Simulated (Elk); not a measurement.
Worked example: self-consistent single point of Tl₂Rh₃S₂ (R-3m, 7 atoms in the cell) in Elk.

Method of the run: LDA (PW92), all-electron FP-LAPW, Elk's shipped species files, default APW+lo basis (Elk 10.2.4).

```xyz
7
Lattice="2.8479 1.6442 4.6982 -2.8479 1.6442 4.6982 0.0000 -3.2885 4.6982" Properties=species:S:1:pos:R:3 pbc="T T T"
Tl     0.0000     0.0000     0.0000
Tl     0.0000     0.0000     7.0473
Rh     1.4239     0.8221     2.3491
Rh    -1.4239     0.8221     2.3491
Rh     0.0000    -1.6442     2.3491
S      0.0000     0.0000    10.1441
S      0.0000     0.0000     3.9505
```

Reference input (self-consistent single point, DFT, PBEsol, all-electron FP-LAPW, Elk's shipped species files, default APW+lo basis): xctype = 22; rgkmax = 7; stype = 3; swidth = 0.00367493 Ha; ngridk = 5 5 5. This run's input differs from it in these lines:

```diff
@@ -4,3 +4,3 @@
 xctype
-  22
+  3
```

Output (repeated stretches shortened):

```
│ Self-consistent loop started │
│ Loop number : 1 │
 total energy                :     -55687.7191793
│ Loop number : 2 │
 total energy                :     -55688.7079108
RMS change in Kohn-Sham potential (target) :   0.1417678513     (  0.1000000000E-05)
Absolute change in total energy (target)   :   0.9887314938     (  0.1000000000E-03)
│ Loop number : 3 │
 total energy                :     -55690.1035097
RMS change in Kohn-Sham potential (target) :   0.1314155924     (  0.1000000000E-05)
Absolute change in total energy (target)   :    1.642781766     (  0.1000000000E-03)
│ Loop number : 4 │
   [... lines left out ...]
Absolute change in total energy (target)   :   0.1038148926E-02 (  0.1000000000E-03)
│ Loop number : 16 │
 total energy                :     -55693.2808653
RMS change in Kohn-Sham potential (target) :   0.6626335488E-07 (  0.1000000000E-05)
Absolute change in total energy (target)   :   0.3228491551E-03 (  0.1000000000E-03)
│ Loop number : 17 │
 total energy                :     -55693.2808758
RMS change in Kohn-Sham potential (target) :   0.4492211285E-07 (  0.1000000000E-05)
Absolute change in total energy (target)   :   0.7015257870E-04 (  0.1000000000E-03)
Convergence targets achieved

│ Loop number : 18 │

Energies :
 Fermi                       :     0.262489320291
 total energy                :     -55693.2808976

Density of states at Fermi energy :    108.4439388
 (states/Hartree/unit cell)

Estimated indirect band gap :   0.1039528028E-02
 from k-point      7 to k-point      5
Estimated direct band gap   :   0.5457416545E-02
 at k-point     19

Charges :
 core                        :    228.0000000
 valence                     :    101.0000000
 interstitial                :    12.10395732
 muffin-tins (core leakage)
  species :    1 (Tl)
   atom    1                 :    79.70381403     (  0.3714967266E-04)
   atom    2                 :    79.74078854     (  0.3723479836E-04)
  species :    2 (Rh)
   atom    1                 :    43.29715684     (  0.1537432048E-06)
   [... lines left out ...]
  species :    3 (S)
   atom    1                 :    13.77998479     (  0.3391093685E-03)
   atom    2                 :    13.77998479     (  0.3391093685E-03)
 total in muffin-tins        :    316.8960427
 total calculated charge     :    328.9967029
 total charge                :    329.0000000
 error                       :   0.3297123335E-02

│ Self-consistent loop stopped │
```

The run converged in 18 iterations. The count includes the last loop, which Elk runs after its targets are met. 

The starting cell comes from a database of computed structures (which also holds hypothetical and non-ambient phases and stackings), without a prior relaxation at this level. Spin-orbit coupling is off. Spin polarisation is off. Values depend on the basis (sphere radii, cutoffs, local orbitals), which need not be converged. The log's line on a gap gives a spacing of levels on this mesh, which the program prints for metals too.

Cost on one core of a shared machine: roughly 60 s.
